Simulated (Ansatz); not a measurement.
Given:

Host crystal: wurtzite GaN, with a band gap (PBE, scalar-relativistic without spin-orbit coupling).

End structure of OH on the 1x1 (10-10) surface of wurtzite GaN (cut with top plane Ga + N), one in a 2x1 cell, started at the site 'hollow Ga-Ga-N-N':

```xyz
34
Lattice="6.4370 0.0000 0.0000 0.0000 5.2431 0.0000 0.0000 0.0000 28.5000" Properties=species:S:1:pos:R:3 pbc="T T T"
Ga     1.6092     5.3905     9.8846
Ga     4.8277     5.3905     9.8846
N      1.6092     1.9573     9.6229
N      4.8277     1.9573     9.6229
Ga     0.0000     2.5832    10.4285
Ga     3.2185     2.5832    10.4285
N      0.0000     4.5528    10.5107
N      3.2185     4.5528    10.5107
Ga     0.0000     5.2433    12.4420
Ga     3.2185     5.2433    12.4420
N      0.0000     1.9626    12.3899
N      3.2185     1.9626    12.3899
Ga     1.6092     2.5945    13.2937
Ga     4.8277     2.5945    13.2937
N      1.6092     4.5739    13.3201
N      4.8277     4.5739    13.3201
Ga     1.6088     5.2253    15.1950
Ga     4.8272     5.2301    15.1952
N      1.6088     1.9552    15.1720
N      4.8268     1.9610    15.1792
Ga     0.0120     2.6078    16.0873
Ga     3.2050     2.6079    16.0886
N      0.0041     4.5794    16.0967
N      3.2133     4.5797    16.0972
Ga    -0.0589     5.2335    18.0187
Ga     3.2754     5.2338    18.0192
N      0.0065     1.9405    17.9706
N      3.2094     1.9410    17.9734
Ga     1.6062     2.5903    18.9395
Ga     4.8273     2.7424    18.6170
N      1.6084     4.4979    18.6297
N      4.8267     4.5630    18.8738
O      1.5865     1.9891    20.6612
H      1.6248     2.7130    21.3053
```

Slab: 34 atoms, 9.3 Å thick at the start under the adsorbate (thin: gaps and levels are the slab's own); k 3x4x1, smearing 0.01 eV, dipole-corrected; single point; no symmetry held, on the structure that PBE left; spin-polarised, ending with about 1.0 μB a cell; orders that need a larger cell were not tried, no spin-orbit, no U, no dispersion correction. The program's check for a lower electronic state was not made. At the end it is bonded to Ga. In PBE it is, or lies within 0.03 eV of, the lowest of the starts that converged; the order may differ at this level.

A negative adsorption energy means that the adsorbate is more stable on the surface than in its reference.

Question: Predict the adsorption energy against H2O(g) − ½ H2(g) at the same level from r2SCAN, at the PBE geometry and the start's symmetry in Ansatz (a quantum-chemistry and plane-wave program).

Answer: 0.10 eV

Question: Estimate the change of the step from the bottom to the top vacuum level, against the clean slab that r2SCAN, at the PBE geometry and the start's symmetry returns for this input.

Answer: 0.34 eV
